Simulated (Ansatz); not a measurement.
Structures of equal composition on the (000-1) surface of wurtzite ZnO (O plane on top): 2x2 Zn adatom at T1; 2x2 Zn adatom at T4. The slabs share one bottom face, and each structure is named by its start. These are constructed structures in small cells; real faces may alloy, dewet or reconstruct in larger ones, and not all known structures of the face are among them. Slabs of about 14 Å with all that they carry, Fermi-Dirac smearing of 0.025 eV. Bottom of the slabs: H caps. Relaxed from the named starts with such symmetry as they have, on meshes of like density; energies extrapolated to zero smearing; no spin-orbit coupling, no U. Spin-polarised runs, if any, are marked in brackets, and their order is one that fits the cell; the others ran without spin. Where a second, spin-polarised start was run, the lower counts.

The numbers are results of r2SCAN, at the PBE geometry (plane waves to 500 eV, PAW; Ansatz, a program for electronic structure), not measurements.

### Question
Put the candidates in order of energy per 1x1 cell, lowest first, for r2SCAN, at the PBE geometry.

### Answer
2x2 Zn adatom at T4 (0.000 eV (3 O–Zn bonds formed), a narrow gap of 0.15 eV by band count), 2x2 Zn adatom at T1 (0.410 eV, no gap over 0.04 eV on the mesh)
